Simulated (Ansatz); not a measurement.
## What pressure 7.5 GPa does to Nb

Start from Nb in the bcc (W type) structure (space group Im-3m, No. 229; a = 3.272 Å).

Perturbation: a hydrostatic pressure of 7.5 GPa.

Calculations: PBEsol (Ansatz, a first-principles code, PAW, without spin-orbit coupling), earlier PAW set. k-mesh 19×19×19 (Γ-centred); smearing 0.05 eV (Fermi–Dirac).

| quantity | base | changed | shift |
|---|---|---|---|
| volume per atom | 17.52 Å³ | 16.86 Å³ | -0.654 Å³ |
| density | 8.81 g/cm³ | 9.15 g/cm³ | +0.34 g/cm³ |
| lattice parameter a | 3.272 Å | 3.231 Å | -0.041 Å |
| shortest interatomic distance | 2.834 Å | 2.798 Å | -0.036 Å |
| enthalpy H = E + PV relative to the base's energy | – | +0.80 eV/atom | – |
| band gap | zero | zero | – |

Final structure:

```yaml
crystal:
  lattice:
    - [-1.61550, 1.61550, 1.61550]
    - [1.61550, -1.61550, 1.61550]
    - [1.61550, 1.61550, -1.61550]
  atoms:
    - { symbol: Nb, position: [0.00000, 0.00000, 0.00000] }
```

Load acts through the strain it causes; cell and atoms are relaxed under it. No phonon test of stability was made. No other phases were tried under pressure. The base started in P-1 and relaxed to Im-3m at this level. All final runs are without spin polarisation.
